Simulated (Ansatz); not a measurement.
Input and output of a self-consistent single point for GeSb₂Te₄ (R-3m, 7 atoms in the cell) (Ansatz, a quantum-chemistry and plane-wave program).

Level of theory: PBE, PAW files (plane waves; Ansatz).

```yaml
crystal:
  lattice:
    - [2.11472, 1.22093, 13.76795]
    - [-2.11472, 1.22093, 13.76795]
    - [0.00000, -2.44187, 13.76795]
  atoms:
    - { symbol: Ge, position: [0.00000, 0.00000, 0.00000] }
    - { symbol: Sb, position: [0.42730, 0.42730, 0.42730] }
    - { symbol: Sb, position: [0.57270, 0.57270, 0.57270] }
    - { symbol: Te, position: [0.13270, 0.13270, 0.13270] }
    - { symbol: Te, position: [0.86730, 0.86730, 0.86730] }
    - { symbol: Te, position: [0.28980, 0.28980, 0.28980] }
    - { symbol: Te, position: [0.71020, 0.71020, 0.71020] }
```

Reference input (self-consistent single point, DFT, PBE, plane waves, PAW files): basis.ecutwfc = 420 eV; kpoints.mp_grid.grid = 5 5 5; hamiltonian.xc = pbe; hamiltonian.pseudopotentials = {kind: paw} (the program's default PAW files); scf.occupations.method = fermi_dirac; scf.occupations.width = 0.1 eV. This run's input differs from it in these lines:

Ansatz 0.2 input:
```diff
@@ -15,3 +15,3 @@
 basis:
-  ecutwfc: 420.0
+  ecutwfc: 335.0
 kpoints:
```

Output (repeated stretches shortened):

```
SCF iter   1: F=—  HF=-45185.331774 eV  |F-HF|=—  |Δ(HF+E_count)|=         —  Δρ=1.59e-2  dr2=5.03e0  ethr=3.10e-3  ⟨swp⟩=9.6  Hψ=5239  notcnv=0
all-band conjugate gradients solve this SCF's bands
preconditioner: auto → Kerker (q_TF=auto, 2.436 Å⁻¹)
SCF iter   2: F=—  HF=-45185.167281 eV  |F-HF|=—  |Δ(HF+E_count)|=   1.64e-1  Δρ=1.06e-2  dr2=2.85e0  ethr=3.10e-3  ⟨swp⟩=1.0  Hψ=1425  notcnv=0
   [... lines left out ...]
SCF iter   8: F=—  HF=-45184.948752 eV  |F-HF|=—  |Δ(HF+E_count)|=   7.04e-5  Δρ=5.28e-5  dr2=1.78e-5  ethr=7.45e-8  ⟨swp⟩=2.0  Hψ=1946  notcnv=0  defer=9
SCF iter   9: F=—  HF=-45184.948762 eV  |F-HF|=—  |Δ(HF+E_count)|=   1.04e-5  Δρ=2.10e-5  dr2=2.53e-6  ethr=1.65e-8  ⟨swp⟩=2.0  Hψ=1577  notcnv=0  defer=9
SCF iter  10: F=—  HF=-45184.948763 eV  |F-HF|=—  |Δ(HF+E_count)|=   8.39e-7  Δρ=6.85e-6  dr2=2.51e-7  ethr=2.34e-9  ⟨swp⟩=2.0  Hψ=1581  notcnv=0  defer=9
SCF iter  11: F=-45184.948763 eV  HF=-45184.948763 eV  |F-HF|=1.42e-8  |Δ(HF+E_count)|=   1.28e-7  Δρ=2.82e-6  dr2=3.75e-8  ethr=9.26e-11  ⟨swp⟩=10.4  Hψ=5409  notcnv=0
SCF 1 converged in 11 iterations: F = -45184.948763 eV  dr2 = 3.75e-8
Free energy (F): -45184.948763 eV
Internal energy: -45184.932396 eV  (E = F + TS)
E sigma→0 (E₀):  -45184.940580 eV
Entropy (-TS):   -0.016367 eV (-2.338 meV/atom)
Fermi energy:    9.741254 eV
--- Forces (eV/Å), atoms counted from 1 ---
  atom   1  Ge     0.00000000    -0.00000000    -0.00000000
  atom   2  Sb     0.00000000    -0.00000000    -0.95754980
  atom   3  Sb     0.00000000     0.00000000     0.95754980
  atom   4  Te     0.00000000     0.00000000     0.67328080
  atom   5  Te     0.00000000    -0.00000000    -0.67328080
  atom   6  Te     0.00000000    -0.00000000     0.22437860
  atom   7  Te     0.00000000     0.00000000    -0.22437860
--- Stress (GPa, compression-positive) ---
        2.822491       0.000000       0.000000
        0.000000       2.822491       0.000000
       -0.000000       0.000000       1.793100
  P = ⅓ Tr σ = 2.4794 GPa (24.794 kbar)
  The stress holds the Pulay correction. Without it, at fixed plane waves, as pw.x and ABINIT print it: P = 2.1307 GPa
```

The run converged in 11 iterations. Against the reference run the free energy rises by 4.7 meV/atom, the pressure stays at 2.48 GPa and the largest force moves little (0.957 to 0.958 eV/Å).

The starting cell was generated: these elements placed on a structure prototype, without a prior relaxation; it need not be a known phase or ordering of this composition. Its lattice was rescaled by a random factor within 2.5 % of one. Ansatz's pressure includes its estimate of the finite-basis (Pulay) stress. The cutoff lies below the one recommended for these files. A gap is left out here, as mesh or smearing make it unsure.
